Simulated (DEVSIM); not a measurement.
System: abrupt In0.53Ga0.47As n-p junction, at 300 K.

```csv
layer (left to right),material,thickness (μm),Nd (cm⁻³),Na (cm⁻³),τn (s),τp (s)
1,In0.53Ga0.47As,17.0,2.1e16,-,3.1e-10,3.1e-10
2,In0.53Ga0.47As,8.60,-,1.8e17,3.1e-10,3.1e-10
```

Left contact: ohmic. Right contact: ohmic. Voltage is applied to the left contact. Recombination: SRH at mid-gap. Mobility is μmin + (μ − μmin)/(1 + (N/Nref)^α).

The device is made up for the run: typed textbook-type constants, with dimensions and the other settings drawn at random. Values at 300 K.

| parameter | In0.53Ga0.47As |
|---|---|
| gap (eV) | 0.74 |
| affinity (eV) | 4.51 |
| permittivity | 13.9 |
| Nc (cm⁻³) | 2.1e17 |
| Nv (cm⁻³) | 7.7e18 |
| μn (cm²/Vs) | 12000 |
| μp (cm²/Vs) | 300 |
| μn,min | 300 |
| μp,min | 10 |
| Nref,n | 1.3e17 |
| Nref,p | 4.9e17 |
| αn | 0.48 |
| αp | 0.4 |

Simulated with DEVSIM: 1D drift-diffusion, Boltzmann statistics, complete ionisation; no tunnelling, impact ionisation, image-force lowering or self-heating.

Give the dark reverse current.


```json
[
 {"V (V)": "0.04", "J (A/cm²)": "0.00035"},
 {"V (V)": "0.10", "J (A/cm²)": "0.00069"},
 {"V (V)": "0.20", "J (A/cm²)": "0.0011"},
 {"V (V)": "0.30", "J (A/cm²)": "0.0015"},
 {"V (V)": "0.40", "J (A/cm²)": "0.0019"},
 {"V (V)": "0.60", "J (A/cm²)": "0.0025"},
 {"V (V)": "0.80", "J (A/cm²)": "0.0030"},
 {"V (V)": "1.00", "J (A/cm²)": "0.0035"},
 {"V (V)": "1.30", "J (A/cm²)": "0.0042"},
 {"V (V)": "1.60", "J (A/cm²)": "0.0048"}
]
```
